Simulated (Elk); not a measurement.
Worked example: self-consistent single point of FeO (Fm-3m, 4 atoms in the cell) in Elk.

Level of theory: PBE, all-electron FP-LAPW, Elk's shipped species files, APW+lo basis with extra local orbitals (Elk).

The change in words: lattice scaled by 0.98. Reference geometry:
```xyz
4
Lattice="4.4370 2.2185 2.2185 2.2185 4.4370 2.2185 2.2185 2.2185 4.4370" Properties=species:S:1:pos:R:3 pbc="T T T"
Fe     0.0000     0.0000     0.0000
Fe     4.4370     4.4370     4.4370
O      2.2185     2.2185     2.2185
O      6.6554     6.6554     6.6554
```
Moments meant for the start (each program seeds them in its own way; μB, in the order of the atoms Fe Fe O O): 4.0 -4.0 0.0 0.0.

Reference input (self-consistent single point, DFT, PBE, all-electron FP-LAPW, Elk's shipped species files, APW+lo basis with extra local orbitals): xctype = 20; spinpol = true; rgkmax = 8; swidth = 0.000367493 Ha; ngridk = 7 7 7; reducebf = 0.8; gmaxvr = 16 1/bohr; nxlo = 2; lorbcnd = true; rmtscf = 0.93; lmaxi = 2; maxscl = 100. This run's input differs from it in these lines:

```diff
@@ -37,5 +37,5 @@
 avec
-    8.3846222184    4.1923120541    4.1923120541
-    4.1923120541    8.3846222184    4.1923120541
-    4.1923120541    4.1923120541    8.3846222184
+    8.2169298118    4.1084649059    4.1084649059
+    4.1084649059    8.2169298118    4.1084649059
+    4.1084649059    4.1084649059    8.2169298118
```

Output (repeated stretches shortened):

```
│ Self-consistent loop started │
│ Loop number : 1 │
 total energy                :     -2704.04154470
 total moment                :   0.1701070640E-15
│ Loop number : 2 │
 total energy                :     -2704.24042853
 total moment                :   0.2464326037E-15
RMS change in Kohn-Sham potential (target) :    2.168284601     (  0.1000000000E-05)
Absolute change in total energy (target)   :   0.1988838314     (  0.1000000000E-03)
│ Loop number : 3 │
 total energy                :     -2700.71729714
 total moment                :   0.1497176256E-15
RMS change in Kohn-Sham potential (target) :    1.905915342     (  0.1000000000E-05)
   [... lines left out ...]
│ Loop number : 38 │
 total energy                :     -2696.26509928
 total moment                :  -0.1598872592E-15
RMS change in Kohn-Sham potential (target) :   0.1096191284E-05 (  0.1000000000E-05)
Absolute change in total energy (target)   :   0.2032488283E-04 (  0.1000000000E-03)
│ Loop number : 39 │
 total energy                :     -2696.26511796
 total moment                :  -0.1246338097E-15
RMS change in Kohn-Sham potential (target) :   0.5884562742E-06 (  0.1000000000E-05)
Absolute change in total energy (target)   :   0.1360072747E-04 (  0.1000000000E-03)
Convergence targets achieved

│ Loop number : 40 │

Energies :
 Fermi                       :     0.302844048342
 xc effective B-field        :    -0.469146049270
 external B-field            :      0.00000000000
 total energy                :     -2696.26509533
 (external B-field energy excluded from total)

Density of states at Fermi energy :    187.0989994
 (states/Hartree/unit cell)

Estimated indirect band gap :   0.2034465487E-03
 from k-point      6 to k-point     44
Estimated direct band gap   :   0.3511288396E-02
 at k-point     40

Charges :
 core                        :    24.00000000
 valence                     :    44.00000000
 interstitial                :    4.542677488
 muffin-tins (core leakage)
  species :    1 (Fe)
   atom    1                 :    24.39116575     (  0.1405098260E-11)
   [... lines left out ...]

Moments :
 interstitial                :  -0.9270561263E-16
 muffin-tins
  species :    1 (Fe)
   atom    1                 :   -3.422810385
   atom    2                 :    3.422810385
  species :    2 (O)
   atom    1                 :  -0.3149719639E-21
   atom    2                 :  -0.3149719639E-21
 total in muffin-tins        :  -0.6299439278E-21
 total moment                :  -0.9270624257E-16

│ Self-consistent loop stopped │
```

The run converged in 40 iterations. The count includes the last loop, which Elk runs after its targets are met. Against the reference run the free energy drops by 33.6 meV/atom.

The starting cell has typed, rounded lattice constants, without a prior relaxation at this level. Its lattice was rescaled by a random factor within 2.5 % of one. For this run, on top of that: lattice scaled by 0.98. The magnetic order is the one reached from the typed start; others were not searched systematically. Values depend on the basis (sphere radii, cutoffs, local orbitals), which need not be converged. The log's line on a gap gives a spacing of levels on this mesh, which the program prints for metals too.

Cost on one core of a shared machine: roughly 4 min.
